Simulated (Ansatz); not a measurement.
## Sn, pressure series

Start from Sn in the diamond structure (space group Fd-3m, No. 227; a = 6.566 Å).

Cell and atoms are relaxed at each pressure.

Calculations: r2SCAN (Ansatz, a quantum-chemistry and plane-wave program; PAW; 500 eV plane waves; spin-orbit coupling left out).

Notes on the quantities. enthalpy: H = E + PV relative to the base's energy.

```tsv
change	lattice parameter a	enthalpy
base	6.566 Å	–
pressure −2 GPa	6.685 Å	-0.45 eV/atom
pressure −1 GPa	6.621 Å	-0.22 eV/atom
pressure 0.9 GPa	6.523 Å	+0.20 eV/atom
pressure 2.1 GPa	6.471 Å	+0.45 eV/atom
pressure 4.5 GPa	6.383 Å	+0.95 eV/atom
pressure 9 GPa	6.252 Å	+1.83 eV/atom
pressure 15 GPa	6.121 Å	+2.94 eV/atom
pressure 22.5 GPa	5.996 Å	+4.24 eV/atom
pressure 30 GPa	5.896 Å	+5.47 eV/atom
```

Load acts through the strain it causes; cell and atoms are relaxed under it. Stability against distortions was not tested. Tetrahedral semiconductors of this kind turn to denser phases somewhere between about 1 and 50 GPa; those were not computed, so compressed cells here can lie past the real transition.
